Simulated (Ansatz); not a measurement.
The starting structures come from a database of crystals and need not be the phases stable at ambient conditions.

 Where the default PAW files enter, the runs use the earlier of Ansatz's two default sets.

The decay constant κ of evanescent states in the gap governs leakage through a thin film.

Consider the following.

```
CELL_PARAMETERS angstrom
      5.88206     0.00000     0.00000
     -2.84731     5.14699     0.00000
      1.51738     2.57349     7.34620
ATOMIC_POSITIONS crystal
  Cs 0.33885 0.33885 0.32230
  Cs 0.66115 0.66115 0.67770
  Ni 0.00000 0.00000 0.00000
  Ni 0.00000 0.50000 0.00000
  Ni 0.50000 0.00000 0.00000
  S  0.92866 0.26410 0.80724
  S  0.07134 0.73590 0.19276
  S  0.26410 0.92866 0.80724
  S  0.73590 0.07134 0.19276
```

Space group of this cell: Fmmm. The cell is taken as given; by r2SCAN its mean pressure is -0.7 GPa.

Transport runs along the normal of the first two printed cell vectors.

The gap is the functional's own, uncorrected, and κ follows it; spin-orbit coupling is left out. Mid-gap values are interpolated between the computed energies.

Q: State the band gap and the smallest decay constant κ at mid-gap according to Ansatz (a quantum-chemistry and plane-wave program) with r2SCAN.

A: Gap 1.18 eV on a 6×6×6 mesh; κ = 0.354 1/Å, at the zone centre.
